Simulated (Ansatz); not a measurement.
**A computed series for Sn: response to strain**

The parent structure is Sn in the diamond structure (space group Fd-3m, No. 227; relaxed with 0.1 eV smearing).

```yaml
crystal:
  lattice:
    - [0.00000, 3.23724, 3.23724]
    - [3.23724, 0.00000, 3.23724]
    - [3.23724, 3.23724, 0.00000]
  atoms:
    - { symbol: Sn, position: [0.00000, 0.00000, 0.00000] }
    - { symbol: Sn, position: [0.25000, 0.25000, 0.25000] }
```

Cartesian axes are those of the cell as printed.

Strains are applied to the cell and any free atomic positions relax; under biaxial strain the out-of-plane vector relaxes too.

Calculations: Ansatz (an electronic-structure program), LDA, PAW, cutoff 420 eV, spin-orbit coupling left out.

```csv
"biaxial strain, plane normal [001], relaxed out of plane (%)",out-of-plane strain (%)
0,0.00
0.5,-0.53
1,-1.04
1.5,?
2,-2.09
2.5,-2.62
3,-3.15
```

Task: Fit ε⊥ = −νε + γε² (strains in %) to the rows shown and predict the withheld row.

Result: Least squares on the printed values gives ν = 1.04 (the biaxial Poisson response) and γ = -0.003 (largest residual 0.01 %); this predicts -1.57 %, and the run gives -1.56 %, in agreement.

Stability against distortions was not tested.
